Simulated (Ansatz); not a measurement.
## Converging the k-point mesh: WC (P3m1, 2 atoms in the cell)

```
WC
1.0
    1.46227    -2.53274     0.00000
    1.46227     2.53274     0.00000
    0.00000     0.00000     2.85420
W C
1 1
Cartesian
  0.00000   0.00000   0.05000
  1.46227   0.84425   1.42710
```

Method of the run: LDA (PW92), default PAW files made with PBE (plane waves; Ansatz, a program for electronic structure).

Base settings: basis.ecutwfc = 420 eV; kpoints.mp_grid.grid = 13 13 12; hamiltonian.xc = lda; hamiltonian.pseudopotentials = {kind: paw} (the program's default PAW files); scf.occupations.method = gaussian; scf.occupations.width = 0.1 eV.

The second cell is the first with its lattice scaled by 0.98.

Only quantities that move along the ladder and can be compared are tabulated.

The count of work is k-points × plane waves × bands × iterations; it is no time. Core times come from one kind of shared machine, to one figure; runs under 30 s give none.

The starting cell has typed, rounded lattice constants, without a prior relaxation at this level. Its lattice was rescaled by up to half a per cent. One atom was moved a little off its site on purpose. Spin polarisation is off. In the base run, with a pressure of about -16 GPa the cell is away from its equilibrium volume at this level. Ansatz's pressure includes its estimate of the finite-basis (Pulay) stress.

Steps (kpoints.mp_grid.grid): 2 2 2; 3 3 2; 3 3 3; 4 4 3; 4 4 4; 5 5 4; 5 5 5; 6 6 5; 6 6 6; 7 7 6; 7 7 7; 8 8 7; 9 9 8; 10 10 9; 11 11 10; 12 12 11; 13 13 12; 14 14 12; 15 15 13; 17 17 15; 18 18 16; 20 20 18; 23 23 20; 25 25 22; 28 28 25; 31 31 28; 34 34 31; 38 38 34; 42 42 38.

### Question
What is the coarsest kpoints.mp_grid.grid that holds the pressure within 0.1 GPa of the last step, with all finer ones?

### Answer
8 8 7, at 0.0091 of the last step's count of work; the step before is off by 0.34 GPa.

### Question
What is the coarsest kpoints.mp_grid.grid that holds the energy of the compressed cell less the first within 1 meV/atom of the last step, with all finer ones?

### Answer
8 8 7, at 0.0091 of the last step's count of work; the step before is off by 1.7 meV/atom.

| kpoints.mp_grid.grid | free energy less the last step's (meV/atom) | energy of the compressed cell less the first (meV/atom) | pressure (GPa) | largest difference of a force vector from the last step's (eV/Å) | count of work / last | core time / last (rough) |
|---|---|---|---|---|---|---|
| 2 2 2 | 440.77 | 0.63 | -11.56 | 0.650 | 0.00066 | – |
| 3 3 2 | 226.21 | 2.18 | -11.55 | 0.220 | 0.00100 | – |
| 3 3 3 | 150.20 | 3.33 | -11.39 | 0.144 | 0.0012 | – |
| 4 4 3 | 97.11 | -7.99 | -13.89 | 0.211 | 0.0015 | – |
| 4 4 4 | 27.66 | -14.62 | -15.53 | 0.113 | 0.0022 | – |
| 5 5 4 | 22.23 | -14.82 | -15.56 | 0.154 | 0.0028 | – |
| 5 5 5 | 4.81 | -15.97 | -15.85 | 0.112 | 0.0032 | – |
| 6 6 5 | 3.25 | -16.83 | -15.92 | 0.032 | 0.0045 | – |
| 6 6 6 | 1.90 | -17.46 | -16.13 | 0.017 | 0.0056 | – |
| 7 7 6 | 4.68 | -15.62 | -15.76 | 0.008 | 0.0066 | – |
| 7 7 7 | 2.86 | -15.87 | -15.82 | 0.005 | 0.0073 | – |
| 8 8 7 | -1.82 | -17.83 | -16.22 | 0.008 | 0.0091 | – |
| 9 9 8 | -0.06 | -17.64 | -16.13 | 0.005 | 0.013 | – |
| 10 10 9 | -1.83 | -17.25 | -16.12 | 0.007 | 0.017 | – |
| 11 11 10 | -0.49 | -17.32 | -16.09 | 0.006 | 0.023 | – |
| 12 12 11 | -0.95 | -17.13 | -16.08 | 0.011 | 0.029 | – |
| 13 13 12 | -0.28 | -17.98 | -16.23 | 0.000 | 0.036 | – |
| 14 14 12 | 0.04 | -17.52 | -16.12 | 0.012 | 0.041 | – |
| 15 15 13 | -0.28 | -17.81 | -16.20 | 0.001 | 0.050 | – |
| 17 17 15 | -0.17 | -17.65 | -16.18 | 0.001 | 0.072 | – |
| 18 18 16 | 0.11 | -17.64 | -16.16 | 0.002 | 0.087 | – |
| 20 20 18 | 0.14 | -17.68 | -16.17 | 0.001 | 0.12 | – |
| 23 23 20 | 0.01 | -17.61 | -16.15 | 0.000 | 0.17 | – |
| 25 25 22 | 0.03 | -17.59 | -16.15 | 0.000 | 0.22 | 0.2 |
| 28 28 25 | 0.01 | -17.60 | -16.15 | 0.000 | 0.30 | 0.2 |
| 31 31 28 | -0.01 | -17.58 | -16.15 | 0.000 | 0.41 | 0.4 |
| 34 34 31 | 0.00 | -17.61 | -16.16 | 0.000 | 0.54 | 0.5 |
| 38 38 34 | 0.00 | -17.59 | -16.15 | 0.000 | 0.74 | 0.5 |
| 42 42 38 | 0.00 | -17.60 | -16.15 | 0.000 | 1.0 | 1 |

The energy difference between the two cells stays within 1 meV/atom of the last step's from 8 8 7 on, the total only from 11 11 10 on: much of the error is common to both cells and cancels.

Two neighbours can agree and both be off: 4 4 4 and 5 5 4 differ by 0.20 meV/atom in the energy of the compressed cell less the first, yet lie about 2.8 meV/atom from the last step.

Keys are those of Ansatz 0.2.
